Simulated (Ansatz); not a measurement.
Base system: SiC in the zinc blende structure (space group F-43m, No. 216; a = 4.380 Å).

Modification: every lattice vector is shortened by 2.15 %, atoms relaxed at fixed cell.

Levels (all Ansatz, a quantum-chemistry and plane-wave program, PAW, earlier PAW set): PBE (420 eV, no SOC); r2SCAN (500 eV, spin-orbit coupling left out); HSE06 (420 eV, without spin-orbit coupling); PBE+SOC (420 eV, spin-orbit coupling included); HSE06+SOC (420 eV, noncollinear with spin-orbit coupling).

One geometry, relaxed with PBE, under each level:

Notes on the quantities. hole mass: degenerate bands, along [100].

The valence-band top lists the three highest levels at Γ (Kramers pairs under SOC), from the VBM.

| level | band gap | lowest conduction level above the VBM at special points | valence-band top at Γ | electron mass | hole mass | pressure |
|---|---|---|---|---|---|---|
| PBE | 1.31 eV | X 1.31 eV; U 3.15 eV; K 3.15 eV; W 5.28 eV | 0.00, 0.00, 0.00 eV | 0.66 mₑ along k, 0.22 mₑ across (at X) | 0.39, 0.60, 0.60 mₑ (at Γ) | 15.77 GPa |
| r2SCAN | 1.68 eV | X 1.68 eV; U 3.59 eV; K 3.59 eV; W 5.80 eV | – | 0.63 mₑ along k, 0.22 mₑ across (at X) | 0.38, 0.58, 0.58 mₑ (at Γ) | 12.34 GPa |
| HSE06 | ? | ? | – | – | – | – |
| PBE+SOC | 1.31 eV | X 1.31 eV; U 3.15 eV; K 3.15 eV; W 5.27 eV | 0.00, 0.00, -0.01 eV | 0.66 mₑ along k, 0.22 mₑ across (at X) | 0.44, 0.60 mₑ (at Γ) | 15.77 GPa |
| HSE06+SOC | ? | ? | ? | – | – | – |

**Question.** Give the withheld HSE06 and HSE06+SOC results.

**Answer.** 
- HSE06, band gap: 2.20 eV
- HSE06, lowest conduction level above the VBM at special points: X 2.20 eV; U 4.15 eV; K 4.15 eV; Γ 8.13 eV
- HSE06+SOC, band gap: 2.19 eV
- HSE06+SOC, lowest conduction level above the VBM at special points: X 2.19 eV; U 4.15 eV; K 4.15 eV; Γ 8.13 eV
- HSE06+SOC, valence-band top at Γ: 0.00, 0.00, -0.02 eV

Single points use the geometry relaxed with PBE. Their cutoffs differ, which shifts pressures a little. HSE06 was sampled on its mesh, a few special points and the semilocal edge points, so its gap is an upper bound. Differences between runs with and without spin-orbit coupling are approximate. The cells carry an imposed strain or load. Masses are band curvatures over ±0.01 Å⁻¹ around the edge. Along k means along the line from Γ to the band edge. No phonon test of stability was made.
